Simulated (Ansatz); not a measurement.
Worked example: self-consistent single point of a (001) slab of Ta2N (cut from a parent of space group no. 164; 6 atoms in the cell) in Ansatz (an electronic-structure program).

Method of the run: PBE (plane waves, PAW; Ansatz).

The change in words: vacuum of 4 angstrom (first run: 14 Å). Reference geometry:
```
CELL_PARAMETERS angstrom
      3.12220     0.00000     0.00000
     -1.56110     2.70390     0.00000
      0.00000     0.00000    21.37268
ATOMIC_POSITIONS crystal
  Ta 0.66667 0.33333 0.32752
  Ta 0.33333 0.66667 0.44394
  N  0.00000 0.00000 0.38573
  Ta 0.66667 0.33333 0.55606
  Ta 0.33333 0.66667 0.67248
  N  0.00000 0.00000 0.61427
```

Reference input (self-consistent single point, DFT, PBE, plane waves, default PAW files): basis.ecutwfc = 30.9 Ry; kpoints.mp_grid.grid = 11 11 1; hamiltonian.xc = pbe; hamiltonian.pseudopotentials = {kind: paw} (the program's default PAW files); scf.occupations.method = fermi_dirac; scf.occupations.width = 0.0073 Ry. This run's input differs from it in these lines:

Ansatz 0.2 input:
```diff
@@ -4,10 +4,10 @@
     - [-1.561099, 2.703903, 0.000000]
-    - [0.000000, 0.000000, 21.372684]
+    - [0.000000, 0.000000, 11.372678]
   atoms:
-    - { symbol: Ta, position: [0.666667, 0.333333, 0.327521] }
-    - { symbol: Ta, position: [0.333333, 0.666667, 0.443940] }
-    - { symbol: N, position: [0.000000, 0.000000, 0.385730] }
-    - { symbol: Ta, position: [0.666667, 0.333333, 0.556060] }
-    - { symbol: Ta, position: [0.333333, 0.666667, 0.672479] }
-    - { symbol: N, position: [0.000000, 0.000000, 0.614270] }
+    - { symbol: Ta, position: [0.666667, 0.333333, 0.175860] }
+    - { symbol: Ta, position: [0.333333, 0.666667, 0.394646] }
+    - { symbol: N, position: [0.000000, 0.000000, 0.285252] }
+    - { symbol: Ta, position: [0.666667, 0.333333, 0.605354] }
+    - { symbol: Ta, position: [0.333333, 0.666667, 0.824140] }
+    - { symbol: N, position: [0.000000, 0.000000, 0.714748] }
 basis:
```

Log, with long lists cut:

```
SCF iter   1: F=—  HF=-40499.457980 eV  |F-HF|=—  |Δ(HF+E_count)|=         —  Δρ=1.11e-2  dr2=1.45e0  ethr=1.77e-3  ⟨swp⟩=5.0  Hψ=2424  notcnv=0
all-band conjugate gradients solve this SCF's bands
preconditioner: auto → Kerker (q_TF=auto, 2.537 Å⁻¹)
SCF iter   2: F=—  HF=-40499.397503 eV  |F-HF|=—  |Δ(HF+E_count)|=   6.05e-2  Δρ=5.13e-3  dr2=2.58e-1  ethr=1.77e-3  ⟨swp⟩=1.0  Hψ=736  notcnv=0
   [... lines left out ...]
SCF iter   6: F=—  HF=-40499.379103 eV  |F-HF|=—  |Δ(HF+E_count)|=   2.86e-5  Δρ=1.61e-4  dr2=4.86e-5  ethr=4.99e-7  ⟨swp⟩=2.0  Hψ=797  notcnv=0
SCF iter   7: F=—  HF=-40499.379099 eV  |F-HF|=—  |Δ(HF+E_count)|=   3.97e-6  Δρ=3.46e-5  dr2=3.40e-6  ethr=7.84e-8  ⟨swp⟩=2.0  Hψ=826  notcnv=0
SCF iter   8: F=—  HF=-40499.379099 eV  |F-HF|=—  |Δ(HF+E_count)|=   2.70e-8  Δρ=8.42e-6  dr2=1.16e-7  ethr=5.49e-9  ⟨swp⟩=2.0  Hψ=700  notcnv=0
SCF iter   9: F=-40499.379099 eV  HF=-40499.379099 eV  |F-HF|=3.64e-11  |Δ(HF+E_count)|=   2.41e-8  Δρ=1.58e-6  dr2=3.16e-9  ethr=1.61e-10  ⟨swp⟩=7.6  Hψ=2434  notcnv=0
SCF 1 converged in 9 iterations: F = -40499.379099 eV  dr2 = 3.16e-9
Free energy (F): -40499.379099 eV
Internal energy: -40499.298059 eV  (E = F + TS)
E sigma→0 (E₀):  -40499.338579 eV
Entropy (-TS):   -0.081040 eV (-13.507 meV/atom)
Fermi energy:    15.979130 eV
--- Forces (eV/Å), atoms counted from 1 ---
  atom   1  Ta     0.00000000    -0.00000000    -0.52143114
  atom   2  Ta    -0.00000000     0.00000000    -0.12666439
  atom   3  N     -0.00000000     0.00000000    -0.08417328
  atom   4  Ta     0.00000000    -0.00000000     0.12666439
  atom   5  Ta    -0.00000000     0.00000000     0.52143114
  atom   6  N      0.00000000    -0.00000000     0.08417328
--- Stress (GPa, compression-positive) ---
       -8.972092      -0.000000       0.000000
       -0.000000      -8.972092      -0.000000
        0.000000      -0.000000     -11.955333
  P = ⅓ Tr σ = -9.9665 GPa (-99.665 kbar)
  The stress holds the Pulay correction. Without it, at fixed plane waves, as pw.x and ABINIT print it: P = -10.2050 GPa
```

The run converged in 9 iterations. Against the reference run the free energy drops by 109 meV/atom and the largest force goes from 0.491 to 0.521 eV/Å.

The starting cell comes from a database of computed structures (which also holds hypothetical and non-ambient phases and stackings), without a prior relaxation at this level. The slab is cut from that crystal, and its faces are unrelaxed. Its lattice was rescaled by up to half a per cent. Spin polarisation is off.
